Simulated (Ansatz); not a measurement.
Crystal: BP (F-43m, zinc blende, 2 atoms a cell, 11.6 Å³ an atom); both levels run on this one cell.

Complex bands along the normal of (111) by Ansatz (plane waves, PAW, no spin-orbit coupling). r2SCAN gives a gap of 1.41 eV and a slowest mid-gap decay of 0.139 1/Å.

Question: What does PBE give on the same cell, and what does that do to the current through 2 nm?

Answer: Gap 1.23 eV, κ = 0.135 1/Å. The mid-gap transmission through 2 nm changes by exp(2 × 20 × (0.139 − 0.135)) = a factor of 1.2 against r2SCAN.

Ansatz is an electronic-structure program.
